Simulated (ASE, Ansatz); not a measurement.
A thermal frame of composition TiSi, cell Ti24Si24, brought to this temperature after a much hotter stage, at a temperature that wasn't checked against the liquidus, so perhaps supercooled [in the CHGNet run: it was liquid; mean temperature 1653 K (target 1660 K); density 3.80 g/cm³, volume +4 % from the start cell's; mean pressure -1.5 GPa against a target of 0], from MD with the machine-learned potential CHGNet 0.3.0 in ASE at 1660 K. Method: PBE (plane waves, PAW; Ansatz, a program for electronic structure).

| Property | Value |
|---|---|
| plane-wave cutoff | 420 eV |
| k-points | one point, (1/4, 1/4, 1/4) |
| Fermi-Dirac width | 0.143 eV |
| spin | not polarised; no spin-orbit coupling |

A check of the k-sampling: on the last frame of the same run a denser mesh moved the PBE forces by 0.055 eV/Å rms, the static pressure by -0.06 GPa and the free energy by -2 meV/atom.

```
CELL_PARAMETERS angstrom
      9.26942     0.00000     0.00000
      0.00000     9.26942     0.00000
      0.00000     0.00000     9.26942
ATOMIC_POSITIONS crystal
  Ti 0.99536 0.69856 0.17952
  Ti 0.40458 0.95725 0.45356
  Ti 0.26647 0.75605 0.62283
  Ti 0.91320 0.27004 0.52484
  Ti 0.47644 0.58000 0.79837
  Ti 0.72647 0.59419 0.00932
  Ti 0.25669 0.42910 0.57617
  Ti 0.74026 0.62617 0.68824
  Ti 0.36246 0.29644 0.85025
  Ti 0.26089 0.77730 0.95965
  Ti 0.40960 0.05770 0.11729
  Ti 0.03512 0.94481 0.45336
  Ti 0.60484 0.32095 0.09230
  Ti 0.76180 0.89168 0.22587
  Ti 0.73470 0.53119 0.30443
  Ti 0.93784 0.06928 0.77107
  Ti 0.67955 0.21513 0.79226
  Ti 0.77079 0.87638 0.87188
  Ti 0.14112 0.20079 0.03078
  Ti 0.75853 0.00430 0.52956
  Ti 0.22897 0.11831 0.59816
  Ti 0.41423 0.32085 0.31694
  Ti 0.97864 0.53893 0.58266
  Ti 0.10652 0.39131 0.31759
  Si 0.93629 0.16226 0.24810
  Si 0.47468 0.57687 0.51346
  Si 0.18397 0.11427 0.30207
  Si 0.26741 0.03931 0.85182
  Si 0.49487 0.17552 0.59211
  Si 0.10574 0.31877 0.78386
  Si 0.86028 0.40269 0.80176
  Si 0.99540 0.63691 0.87469
  Si 0.47210 0.54934 0.09122
  Si 0.19800 0.88744 0.19140
  Si 0.66516 0.37544 0.55248
  Si 0.87294 0.74432 0.43698
  Si 0.63183 0.12071 0.30804
  Si 0.50803 0.78304 0.19697
  Si 0.51637 0.85050 0.93997
  Si 0.55223 0.83430 0.67715
  Si 0.61795 0.75698 0.41440
  Si 0.02292 0.94315 0.98513
  Si 0.82274 0.12757 0.00088
  Si 0.25379 0.44071 0.10917
  Si 0.23575 0.54941 0.80589
  Si 0.90305 0.43309 0.09364
  Si 0.14550 0.67885 0.40584
  Si 0.97798 0.80309 0.67270
```

Question: Give the forces on all atoms (eV/Å), the static pressure (no kinetic part).

Answer: 
| atom | Fx Fy Fz |
|---|---|
| Ti1 | 0.059 -0.376 -0.778 |
| Ti2 | 0.905 -0.676 -2.093 |
| Ti3 | 0.031 1.300 1.647 |
| Ti4 | 0.774 -0.505 0.678 |
| Ti5 | 2.603 0.780 0.582 |
| Ti6 | -0.163 1.197 -1.125 |
| Ti7 | 0.601 -0.250 -1.332 |
| Ti8 | 0.165 -0.057 -1.044 |
| Ti9 | 0.833 -0.118 0.426 |
| Ti10 | -0.466 -1.092 0.183 |
| Ti11 | 0.646 -0.663 -0.589 |
| Ti12 | 1.623 0.165 -1.403 |
| Ti13 | 0.870 -1.276 -0.750 |
| Ti14 | 0.384 0.811 -1.216 |
| Ti15 | -0.317 -0.552 0.691 |
| Ti16 | 1.597 1.546 -1.867 |
| Ti17 | -1.467 -0.443 0.141 |
| Ti18 | 0.294 -0.657 -0.046 |
| Ti19 | -1.201 0.319 1.422 |
| Ti20 | -1.084 -0.958 0.758 |
| Ti21 | -1.031 1.387 -0.464 |
| Ti22 | 0.007 -0.159 0.696 |
| Ti23 | 1.516 -0.309 0.408 |
| Ti24 | -1.899 0.155 -0.296 |
| Si25 | -0.786 -0.006 0.337 |
| Si26 | 0.756 -0.584 -0.400 |
| Si27 | 1.938 0.762 0.671 |
| Si28 | 0.503 -1.385 0.131 |
| Si29 | -0.446 0.503 -0.032 |
| Si30 | -0.913 -0.545 -1.444 |
| Si31 | 0.418 -0.175 0.484 |
| Si32 | -0.805 0.351 0.736 |
| Si33 | -0.172 1.098 0.712 |
| Si34 | -0.149 0.216 1.289 |
| Si35 | -0.874 0.511 -0.154 |
| Si36 | -1.014 -0.721 -0.863 |
| Si37 | -0.910 0.936 0.111 |
| Si38 | -1.270 0.251 -0.772 |
| Si39 | 0.189 -0.176 -0.070 |
| Si40 | -0.474 0.444 -0.465 |
| Si41 | -0.058 0.754 1.785 |
| Si42 | -0.352 -1.030 1.110 |
| Si43 | -0.212 0.215 1.961 |
| Si44 | 0.047 0.388 -0.897 |
| Si45 | -2.651 -0.100 0.455 |
| Si46 | 1.564 -1.302 0.921 |
| Si47 | 0.939 -0.684 -1.027 |
| Si48 | -0.548 0.709 0.792 |
* **static pressure (no kinetic part)**: -0.85 GPa
